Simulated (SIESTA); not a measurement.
Input and output of a self-consistent single point for HfNi3 (P6_3/mmc, 8 atoms in the cell) (SIESTA).

Method of the run: LDA PW92, numerical atomic orbitals TZP, PseudoDojo LDA standard norm-conserving potentials (rewritten from UPF to PSML) (SIESTA).

```yaml
crystal:
  lattice:
    - [5.28320, 0.00000, 0.00000]
    - [-2.64160, 4.57539, 0.00000]
    - [0.00000, 0.00000, 4.30447]
  atoms:
    - { symbol: Hf, position: [0.33333, 0.66667, 0.75000] }
    - { symbol: Hf, position: [0.66667, 0.33333, 0.25000] }
    - { symbol: Ni, position: [0.15718, 0.31435, 0.25000] }
    - { symbol: Ni, position: [0.84283, 0.68565, 0.75000] }
    - { symbol: Ni, position: [0.84283, 0.15718, 0.75000] }
    - { symbol: Ni, position: [0.15718, 0.84283, 0.25000] }
    - { symbol: Ni, position: [0.68565, 0.84283, 0.25000] }
    - { symbol: Ni, position: [0.31435, 0.15718, 0.75000] }
```

Reference input (self-consistent single point, DFT, GGA PBEsol, numerical atomic orbitals TZP, PseudoDojo PBEsol standard norm-conserving potentials (rewritten from UPF to PSML)): XC.functional = GGA; XC.authors = PBEsol; potentials = PseudoDojo PBEsol standard; PAO.BasisSize = TZP; PAO.EnergyShift = 0.01 Ry; MeshCutoff = 400 Ry; kgrid.MonkhorstPack = 5 5 6; OccupationFunction = FD; ElectronicTemperature = 100 meV; MaxSCFIterations = 150; SCF.Mixer.Method = Pulay; SCF.Mixer.Weight = 0.1. This run's input differs from it in these lines:

```diff
@@ -1,2 +1,2 @@
-# files in the folder: Hf.psml Ni.psml (PseudoDojo PBEsol standard)
+# files in the folder: Hf.psml Ni.psml (PseudoDojo LDA standard)
 SystemName  HfNi3
@@ -28,4 +28,4 @@
 
-XC.functional                GGA
-XC.authors                   PBEsol
+XC.functional                LDA
+XC.authors                   PW92
 PAO.BasisSize                TZP
```

The program printed (abridged):

```
        iscf     Eharris(eV)        E_KS(eV)     FreeEng(eV)     dDmax    Ef(eV) dHmax(eV)
   scf:    1   -30275.229020   -30387.296056   -30387.496609  2.516317 -1.753474 20.921735
   scf:    2   -30458.861113   -30435.359553   -30435.452237  0.548577 -3.102261  7.060712
   scf:    3   -30442.719566   -30440.448655   -30440.520994  0.246864 -3.621306  5.299164
   scf:    4   -30443.361259   -30442.360922   -30442.441383  0.242640 -3.964583  1.186529
   scf:    5   -30442.104763   -30442.332277   -30442.416758  0.044150 -3.998094  0.874262
   [... 6 lines left out ...]
   scf:   12   -30442.463157   -30442.463178   -30442.543843  0.000188 -3.996722  0.000636
   scf:   13   -30442.463185   -30442.463182   -30442.543843  0.000020 -3.996799  0.000393
   scf:   14   -30442.463187   -30442.463184   -30442.543843  0.000012 -3.996851  0.000248
   scf:   15   -30442.463185   -30442.463185   -30442.543843  0.000005 -3.996860  0.000037
SCF Convergence by DM+H criterion
max |DM_out - DM_in|         :     0.0000045890
max |H_out - H_in|      (eV) :     0.0000367028
SCF cycle converged after 15 iterations

Using DM_out to compute the final energy and forces

siesta: E_KS(eV) =           -30442.4632

siesta: E_KS - E_eggbox =    -30442.4632

siesta: Atomic forces (eV/Ang):
     1    0.000023   -0.000013    0.000000
     2   -0.000023    0.000014   -0.000000
     3    0.000008   -0.090652    0.000000
     4   -0.000008    0.090652    0.000000
     5    0.078514   -0.045331   -0.000000
     6   -0.078513    0.045331    0.000000
     7    0.078511    0.045319    0.000000
     8   -0.078511   -0.045319   -0.000000
   Tot   -0.000000    0.000000   -0.000000
   Max    0.090652
   Res    0.045327    sqrt( Sum f_i^2 / 3N )
   Max    0.090652    constrained

   [... lines left out ...]
siesta: FreeEng =    -30442.543843
siesta: Cell volume =        104.050658 Ang**3
siesta:        -197.03032037       -201.53017539  kBar
   [... lines left out ...]

              0.099

mulliken: Qtot =      132.000

Mulliken Atomic Populations:
Atom #   charge [q] valence [e]  Species
     1    -0.988780   12.988780  Hf
     2    -0.988780   12.988780  Hf
     3     0.329594   17.670406  Ni
     4     0.329593   17.670407  Ni
     5     0.329594   17.670406  Ni
     6     0.329594   17.670406  Ni
     7     0.329594   17.670406  Ni
     8     0.329593   17.670407  Ni
 Total     0.000000
```

The run converged in 15 iterations. Against the reference run the pressure goes from -12.97 to -19.70 GPa and the largest force goes from 0.080 to 0.091 eV/Å.

The starting cell comes from a database of computed structures (which also holds hypothetical and non-ambient phases and stackings), without a prior relaxation at this level. Its lattice was rescaled by a random factor within 2.5 % of one. Spin polarisation is off. Values carry the incompleteness of an atom-centred basis. With a pressure of about -20 GPa the cell is away from its equilibrium volume at this level.

Cost on one core of a shared machine: roughly 2 min.
